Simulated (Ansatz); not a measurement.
Defect migration in fcc Cu: Si-vacancy pair (Si on one host Cu site, one Cu site vacant), neutral cell. These are PBE, PAW (plane waves to 420 eV; Ansatz, a program for electronic structure) values and carry that method's errors.

Cell of 32 host sites held at the relaxed PBE lattice; a 3×3×3 k-point mesh shifted by half a step; Fermi-Dirac width 0.10 eV, spin-restricted; finite-size errors left in. No zero-point or tunnelling terms. Forms of the defect that were not tried may lie lower. The order of the sites in energy changes with the mesh.

Barriers: single points on a 5×5×5 k-point mesh shifted by half a step at the bands' geometries.

Relaxed starting cell (atoms counted from 1):

```
CELL_PARAMETERS angstrom
      7.26000     0.00000     0.00000
      0.00000     7.26000     0.00000
      0.00000     0.00000     7.26000
ATOMIC_POSITIONS crystal
  Si 0.99935 0.00112 0.00283
  Cu 0.99922 0.00366 0.50103
  Cu 0.99943 0.49929 0.00526
  Cu 0.99923 0.49857 0.50037
  Cu 0.49934 0.00182 0.00350
  Cu 0.49927 0.00140 0.49945
  Cu 0.49954 0.49772 0.00323
  Cu 0.49928 0.49930 0.50093
  Cu 0.99932 0.24994 0.75299
  Cu 0.99929 0.75128 0.25169
  Cu 0.99931 0.75271 0.75443
  Cu 0.49921 0.24965 0.25120
  Cu 0.49928 0.25006 0.75303
  Cu 0.49936 0.75130 0.25178
  Cu 0.49931 0.75009 0.75193
  Cu 0.24228 0.00410 0.25064
  Cu 0.24957 0.00056 0.75177
  Cu 0.24658 0.49802 0.25204
  Cu 0.24867 0.49926 0.75219
  Cu 0.75627 0.00416 0.25029
  Cu 0.74915 0.00072 0.75205
  Cu 0.75176 0.49798 0.25229
  Cu 0.75016 0.49930 0.75207
  Cu 0.24215 0.24858 0.00584
  Cu 0.24678 0.25049 0.49962
  Cu 0.24960 0.75018 0.00241
  Cu 0.24854 0.75021 0.50093
  Cu 0.75622 0.24893 0.00572
  Cu 0.75159 0.25047 0.49982
  Cu 0.74920 0.75018 0.00247
  Cu 0.75013 0.75056 0.50100
```

End state 1 differs by these moves (Å; atoms that move under 0.08 Å are left out):

```csv
atom,element,Δx,Δy,Δz
16,Cu,-1.73,1.73,0.00
```

Task: Predict the forward and backward barriers to end state 1 from PBE, PAW.

Result: forward 0.63 eV, backward 0.63 eV; at the saddle point atom 16 has neighbours 2 Cu at 2.37, Cu at 2.40, 2 Cu at 2.74, 2 Cu at 2.85; Si at 2.32 Å. The saddle point's order was not checked, and it lies on a symmetry element of the cell, where a band can be held.

End state 2 differs by these moves (Å; atoms that move under 0.08 Å are left out):

| atom | element | Δx | Δy | Δz |
|---|---|---|---|---|
| 4 | Cu | 0.00 | -1.79 | -1.79 |

Task: What is the computed forward and backward barriers to end state 2 (PBE, PAW)?

Result: forward 0.79 eV, backward 0.63 eV; at the saddle point atom 4 has neighbours 4 Cu at 2.37, 2 Cu at 2.78, 2 Cu at 2.80 Å. The saddle point's order was not checked, and it lies on a symmetry element of the cell, where a band can be held.

End state 3 differs by these moves (Å; atoms that move under 0.08 Å are left out):

```tsv
atom	element	Δx	Δy	Δz
22	Cu	1.77	-1.78	0.00
```

Task: Estimate the forward and backward barriers to end state 3 that PBE, PAW returns for this input.

Result: forward 0.81 eV, backward 0.65 eV; at the saddle point atom 22 has neighbours 2 Cu at 2.37, 2 Cu at 2.38, Cu at 2.74, Cu at 2.77, Cu at 2.79, Cu at 2.86 Å. The saddle point's order was not checked.
